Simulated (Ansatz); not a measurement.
Amorphous Si$_{24}$O$_{51}$La$_{2}$, 77 atoms at 2.51 g/cm³, one PBE-relaxed geometry, zone centre. Methods: PBE, scalar-relativistic without spin-orbit coupling (Ansatz, a first-principles code); r2SCAN, scalar-relativistic without spin-orbit coupling (Ansatz); HSE06, scalar-relativistic without spin-orbit coupling (Ansatz). Plane waves to 420 eV (r2SCAN 500 eV); exact exchange is cut at the cell's faces. At PBE the levels at the filled edge of the gap are localised (band-tail or defect states), and the nearest spread-out levels lie 5.2 eV apart at the zone centre. All rungs ran without spin polarisation.

A CHGNet melt-quench gave the starting glass, which DFT then relaxed. O atoms were pushed apart under 1.9 Å during the dynamics, to hinder bonds among them. The hot cell started wider than the set density and was brought back towards it in steps. It is the lowest in DFT energy of 2 quenches. It is a model cell: composition and starting density were chosen by hand, and all elements were melted together. No dispersion term was used. Its density started from a set value of 2.51 and ended at 2.51 g/cm³. Cooling (nominally 400 K/ps over its main leg) ran many orders faster than in experiment, which tends to leave more defects and strain. A cell of this size samples the disorder only roughly. The volume was held where the preparation left it and the shape relaxed, at a PBE pressure of -0.5 GPa (tension). Stress components on the final sampling reach 0.5 GPa.

The relaxation ran on the zone centre alone. At PBE the level gap is 4.26 eV on a 2×2×2 Γ-centred mesh, and the spacing at the zone centre alone 4.26 eV.

Q: What zone-centre spacing does r2SCAN give, roughly?

A: 4.84 eV (+0.58 eV against PBE).

Q: What zone-centre spacing does HSE06 give, roughly?

A: 5.95 eV (+1.69 eV against PBE).

The highest filled and the lowest empty state spread over these numbers of atoms (participation numbers): PBE: 3.0 and 55.3; r2SCAN: 2.9 and 56.6; HSE06: 3.0 and 57.5.
